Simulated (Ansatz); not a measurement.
Input:

```yaml
crystal:
  lattice:
    - [-1.64114, 1.64114, 1.64114]
    - [1.64114, -1.64114, 1.64114]
    - [1.64114, 1.64114, -1.64114]
  atoms:
    - { symbol: Ta, position: [0.00000, 0.00000, 0.00000] }
```

All values below come from PBEsol with spin-orbit coupling, DFPT electron-phonon coupling, linearised Boltzmann equation (plane waves, PAW; Ansatz, an electronic-structure program). Condition of this run: spin-orbit coupling switched on. Cell: relaxed with this functional, without spin-orbit coupling.

Problem. What phonon-limited resistivity does this give at 300 K?

Solution. 13.2 μΩ·cm.

Problem. And the electrons' mean free path at that temperature?

Solution. 3.5 nm, weighted by the current that each state carries. Wires not much wider than this gain resistivity from their walls.

A metal at this level (no band gap). Only scattering by harmonic phonons is included (no impurities, grain boundaries, electron-electron scattering or thermal expansion). Halving the electron mesh (28x28x28) moves the resistivity by up to 4 % at 300 K, the mean free path by up to 1 %. Smearing 0.20 eV; phonons on a 6x6x6 q mesh, which this run doesn't test.
